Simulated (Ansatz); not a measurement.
Results of PBE0 (Ansatz, a quantum-chemistry and plane-wave program, plane waves, PAW) for CdTiO₃ (model structure, started from the tetragonal perovskite type, P4mm, No. 99, 5 atoms in the cell).

Numerical settings: plane-wave cutoff 460 eV, 6×6×6 k mesh, Fermi–Dirac smearing 0.01 eV, no spin polarisation, scalar-relativistic PAW data made under PBE.

Cell (relaxed with PBEsol):

```
CdTiO3
1.0
    3.78491     0.00000     0.00000
    0.00000     3.78491     0.00000
    0.00000     0.00000     4.16370
Ti Cd O
1 1 3
Direct
  0.50000   0.50000   0.45646
  0.00000   0.00000   0.03529
  0.50000   0.50000   0.88329
  0.50000   0.00000   0.36548
  0.00000   0.50000   0.36548
```

Estimate the band gap and smallest direct gap on the k points sampled that the calculation returns.


* **band gap**: 2.70 eV (on the SCF k mesh)
* **smallest direct gap on the k points sampled**: 3.67 eV

Note: the relaxation could raise the start's symmetry but not lower it, so the cell can be a saddle point; cell and atoms aren't relaxed at this level.

Spin–orbit coupling is not included.

Computed values are for the static lattice.

It cost roughly 6 core-minutes of CPU time.

A model structure was made by putting elements into a prototype or built by hand; it is no filed structure, need not be a known phase, and can be a saddle point held by its symmetry.
